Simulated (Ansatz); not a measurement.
Data:

```
Mg2Sn
1.0
    0.00000     3.37356     3.44103
    3.37356     0.00000     3.44103
    3.37356     3.37356     0.00000
Mg Sn
2 1
Direct
  0.25000   0.25000   0.25000
  0.75000   0.75000   0.75000
  0.00000   0.00000   0.00000
```

No spin polarisation.

Calculations: Kohn–Sham DFT with the PBEsol functional, run in Ansatz (a program for electronic structure) with PAW and 420 eV plane waves, no spin-orbit coupling. k-mesh 15×15×15 (Γ-centred); smearing 0.1 eV (Fermi–Dirac).

Task: What pressure (mean of the normal stresses, compression positive) does the calculation give?

Result: -0.8 GPa.

Task: Predict the band gap.

Result: Zero.

The cells carry an imposed strain or load. Stability against distortions was not tested. The cell was made from Mg2Sn (space group Fm-3m, No. 225) by this change: uniaxial strain ε_zz = +2.00 %.
